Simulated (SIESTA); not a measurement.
Band structure of LiAg3 (P6_3/mmc, 8 atoms in the cell).

```
CELL_PARAMETERS angstrom
      5.74089     0.00000     0.00000
     -2.87045     4.97176     0.00000
      0.00000     0.00000     4.65837
ATOMIC_POSITIONS crystal
  Li 0.33333 0.66667 0.75000
  Li 0.66667 0.33333 0.25000
  Ag 0.16807 0.33614 0.25000
  Ag 0.83193 0.66386 0.75000
  Ag 0.83193 0.16807 0.75000
  Ag 0.16807 0.83193 0.25000
  Ag 0.66386 0.83193 0.25000
  Ag 0.33614 0.16807 0.75000
```

Level of theory: LDA PW92, numerical atomic orbitals DZP, PseudoDojo LDA standard norm-conserving potentials (rewritten from UPF to PSML) in SIESTA.

Settings: XC.functional = LDA; XC.authors = PW92; potentials = PseudoDojo LDA standard; PAO.BasisSize = DZP; PAO.EnergyShift = 0.01 Ry; MeshCutoff = 400 Ry; kgrid.MonkhorstPack = 5 5 5; OccupationFunction = FD; ElectronicTemperature = 1578.21 K; PAO.Polarization.NonPerturbative = true; MaxSCFIterations = 150; SCF.Mixer.Method = Pulay; SCF.Mixer.Weight = 0.1; SCF.Mixer.History = 6.

The starting cell comes from a database of computed structures (which also holds hypothetical and non-ambient phases and stackings), without a prior relaxation at this level. Values carry the incompleteness of an atom-centred basis.

Levels in eV from the Fermi level, bands 57 to 62:
```
point     57     58     59     60     61     62
-----  -----  -----  -----  -----  -----  -----
Γ      -2.80  -0.27  -0.07   0.04   0.04   1.21
M      -2.99  -2.93  -1.17  -0.49   2.38   2.87
K      -3.21  -3.21  -3.00   2.75   3.02   3.02
A      -2.85  -2.85   0.72   0.72   0.72   0.72
L      -2.57  -2.57  -2.14  -2.14   0.77   0.77
H      -2.20  -2.20  -1.71  -1.71  -1.42  -1.42
```

Bands cross the Fermi level along this path, so the cell is metallic at this level.

Higher empty bands are left out: an atom-centred basis made for the valence describes them poorly.
